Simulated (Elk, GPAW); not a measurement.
A GPAW input for a self-consistent single point of AgBr (Fm-3m, 2 atoms in the cell) (DFT LDA (Perdew-Wang 92), plane waves, GPAW PAW datasets LDA (gpaw-data 1.0.1)):

```python
from ase import Atoms
from ase.units import GPa
from gpaw import GPAW, PW, FermiDirac

atoms = Atoms(['Ag', 'Br'],
              cell=[[0.000000, 2.919646, 2.919646],
                    [2.919646, 0.000000, 2.919646],
                    [2.919646, 2.919646, 0.000000]],
              positions=[[0.000000, 0.000000, 0.000000],
                         [2.919646, 2.919646, 2.919646]],
              pbc=True)

calc = GPAW(mode=PW(600),
            xc='LDA',
            kpts={'size': (8, 8, 8), 'gamma': True},
            occupations=FermiDirac(0.0),
            nbands=-8,
            convergence={'forces': 0.001, 'bands': -6},
            symmetry={'symmorphic': False, 'tolerance': 0.0005},
            maxiter=150,
            txt='-')

atoms.calc = calc

energy = atoms.get_potential_energy()
print('Energy (eV):', round(energy, 6))
forces = atoms.get_forces()
print('Forces (eV/Ang):')
print(forces.round(5))
stress = atoms.get_stress()
print('Stress (GPa, Voigt):', (stress / GPa).round(4))
```

Problem. Give the Elk input for the same structure, mesh, smearing and functional.

Solution. This is the input that was run; spellings and numerical settings could be chosen otherwise.

```
tasks
  0

rgkmax
  8.0

gmaxvr
  16.0

nxlo
  2

lorbcnd
  .true.

lmaxi
  3

stype
  0

swidth
  0.0001

maxscl
  100

avec
    0.0000000000    5.5173313209    5.5173313209
    5.5173313209    0.0000000000    5.5173313209
    5.5173313209    5.5173313209    0.0000000000

atoms
  2
  'Ag.in'
  1
  0.0000000000  0.0000000000  0.0000000000    0.0 0.0 0.0
  'Br.in'
  1
  0.5000000000  0.5000000000  0.5000000000    0.0 0.0 0.0

ngridk
  8 8 8
```

Basis, cutoffs, solver keys and any potentials are the target program's own. This input uses DFT, LDA (PW92), all-electron FP-LAPW, Elk's shipped species files, APW+lo basis with extra local orbitals. LDA parametrisations can differ slightly between programs. Both were run: gap on the mesh 0.381 eV in GPAW and 0.380 in Elk.

On Elk: the starting cell comes from a database of computed structures (which also holds hypothetical and non-ambient phases and stackings), without a prior relaxation at this level. Its lattice was rescaled by a random factor within 2.5 % of one. Values depend on the basis (sphere radii, cutoffs, local orbitals), which need not be converged.

On GPAW: the starting cell comes from a database of computed structures (which also holds hypothetical and non-ambient phases and stackings), without a prior relaxation at this level. Its lattice was rescaled by a random factor within 2.5 % of one. With a pressure of about -6 GPa the cell is away from its equilibrium volume at this level.
